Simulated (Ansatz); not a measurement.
**SnO (Pmn2₁, No. 31, 4 atoms in the cell; start mp-545552; a measured phase of this formula has another space group)**

Computed with r²SCAN+rVV10 (PAW; Ansatz, an electronic-structure program).

Settings: plane-wave cutoff 500 eV, 12×8×10 k mesh (along the axes of the cell as run), Fermi–Dirac smearing 0.05 eV, scalar-relativistic PAW data made under PBE.

Cell (relaxed at this level):

```
CELL_PARAMETERS angstrom
      3.30312     0.00000     0.00000
      0.00000     5.75604     0.00000
      0.00000     0.00000     3.99985
ATOMIC_POSITIONS crystal
  Sn 0.00000 0.22952 0.51731
  Sn 0.50000 0.77048 0.01731
  O  0.00000 0.89349 0.73269
  O  0.50000 0.10651 0.23269
```

- band gap = 1.69 eV (on the SCF k mesh)

Note: the relaxation could not lower the start's symmetry, so the cell can be a saddle point above a distorted one.

Spin–orbit coupling is not included.

Computed values are for the static lattice.

Cost on a shared machine: about 9 core-minutes (a rough figure).

A start named mp-… is a Materials Project structure, which need not be a measured phase.
